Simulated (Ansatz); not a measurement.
Levels about the gap of amorphous Hf18O39Lu2 (59 atoms in a cell of 736 Å³, 9.44 g/cm³; zone centre alone, so wide bands show as single levels with stretches between that a denser mesh fills), at the geometry that PBE relaxed, where it gives 0.0 GPa on a denser mesh. Exact exchange is cut at the faces of this small cell, which leaves a finite-size error. The participation number counts the atoms over which a state spreads; weights are charges in smoothed Voronoi cells. The levels come from a single point, so bond lengths are those of that geometry. Method of the levels: HSE06, scalar-relativistic without spin-orbit coupling (Ansatz, a program for electronic structure). Sampling: the zone centre alone; Fermi-Dirac width 0.02 eV; no spin polarisation. At PBE the levels at the filled edge of the gap are localised (band-tail or defect states).

A CHGNet melt-quench gave the starting glass, which DFT then relaxed. O atoms were pushed apart under 1.9 Å during the dynamics, to hinder bonds among them. The hot cell started wider than the set density and was brought back towards it in steps. It is the lowest in DFT energy of 2 quenches. It is a model cell: composition and starting density were chosen by hand, and all elements were melted together. No dispersion term was used. Its density started from a set value of 9.04 and ended at 9.44 g/cm³. Cooling (nominally 450 K/ps over its main leg) ran many orders faster than in experiment, which tends to leave more defects and strain. One small periodic cell is one sample of the glass; other quenches scatter about these values. Volume and shape were free in the relaxation.

```
E - E(highest filled), eV  filling  participation number        largest on  weight O  weight Hf  weight Lu
-------------------------  -------  --------------------  ----------------  --------  ---------  ---------
-0.40                       filled                  14.9   O, 3 neighbours      0.95       0.05       0.01
-0.35                       filled                  25.7   O, 3 neighbours      0.94       0.04       0.01
-0.32                       filled                  23.5   O, 3 neighbours      0.94       0.05       0.01
-0.22                       filled                  12.5   O, 3 neighbours      0.95       0.04       0.01
-0.16                       filled                  12.9   O, 3 neighbours      0.95       0.05       0.00
-0.07                       filled                  10.1   O, 4 neighbours      0.95       0.05       0.01
0.00                        filled                   9.3   O, 3 neighbours      0.95       0.04       0.01
5.37                         empty                  16.8  Hf, 7 neighbours      0.40       0.59       0.01
5.49                         empty                  13.3  Hf, 7 neighbours      0.39       0.60       0.00
5.65                         empty                  31.3  Hf, 7 neighbours      0.43       0.54       0.03
5.82                         empty                  38.0  Hf, 7 neighbours      0.45       0.53       0.02
5.87                         empty                  24.6  Hf, 7 neighbours      0.41       0.57       0.02
6.01                         empty                  27.0  Hf, 7 neighbours      0.44       0.53       0.04
6.15                         empty                  23.5  Hf, 6 neighbours      0.40       0.58       0.03
```

Most localised among these is the filled level at +0.00 eV, on a O atom, which has 3 neighbours (Hf 1.99 Å, Lu 2.18 Å, Hf 2.29 Å).
